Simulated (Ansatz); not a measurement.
Start from ZnGeP2 in the chalcopyrite structure (space group I-42d, No. 122; a = 5.4242 Å, c = 10.7095 Å).

Calculations: Ansatz (an electronic-structure program) PBEsol, no SOC.

Base values:

| Item | Result |
|---|---|
| Band gap | 1.07 eV |
| Hole mass | 0.096 mₑ along c, 0.33 mₑ across (at Γ) |
| Lattice parameter a | 10.250 bohr |

Now apply this change: cell and atoms relaxed at a pressure of 22.5 GPa.

Question: Predict the new band gap, hole mass and lattice parameter a.

Answer: The band gap shrinks by 0.35 eV, from 1.07 eV to 0.72 eV; the hole mass goes from 0.096 mₑ along c, 0.33 mₑ across (at Γ) to 0.16 mₑ along c, 0.25 mₑ across (at Γ); the lattice parameter a shrinks by 0.596 bohr (10.250 bohr → 9.654 bohr).

Load acts through the strain it causes; cell and atoms are relaxed under it. Masses are band curvatures over ±0.01 Å⁻¹ around the edge. No phonon test of stability was made. No other phases were tried under pressure.
